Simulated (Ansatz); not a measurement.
## MgO: pressure series

The parent structure is MgO (space group Pm-3n, No. 223; a cell from a computed database, its experimental status unchecked).

```xyz
12
Lattice="5.5904 0.0000 0.0000 0.0000 5.5904 0.0000 0.0000 0.0000 5.5904" Properties=species:S:1:pos:R:3 pbc="T T T"
Mg     1.3976     0.0000     2.7952
Mg     4.1928     0.0000     2.7952
Mg     2.7952     4.1928     0.0000
Mg     2.7952     1.3976     0.0000
Mg     0.0000     2.7952     4.1928
Mg     0.0000     2.7952     1.3976
O      1.3976     2.7952     0.0000
O      4.1928     2.7952     0.0000
O      0.0000     4.1928     2.7952
O      0.0000     1.3976     2.7952
O      2.7952     0.0000     4.1928
O      2.7952     0.0000     1.3976
```

Cell and atoms are relaxed at each pressure.

Level of theory: PBEsol/PAW in Ansatz (an electronic-structure program), scalar-relativistic without spin-orbit coupling.

```csv
pressure (GPa),volume per atom (Å³/atom)
-2,14.875
-1,14.712
0,14.560
0.3,?
0.7,14.458
1.5,14.341
3,14.140
5,13.892
7.5,13.608
```

Problem. Fit the third-order Birch–Murnaghan form P(V) = (3B₀/2)[(V₀/V)^(7/3) − (V₀/V)^(5/3)]·[1 + (3/4)(B₀′ − 4)((V₀/V)^(2/3) − 1)] (squares taken in P) to the rows shown and predict the withheld row.

Solution. Least squares on the printed values gives V₀ = 14.559 Å³/atom, B₀ = 97.1 GPa, B₀′ = 4.0; this predicts 14.514 Å³/atom, and the run gives 14.516 Å³/atom, 0.002 higher.

Load acts through the strain it causes; cell and atoms are relaxed under it. No phonon test of stability was made. Competing high-pressure phases were not computed. This is not the structure that MgO has at room temperature and ambient pressure.
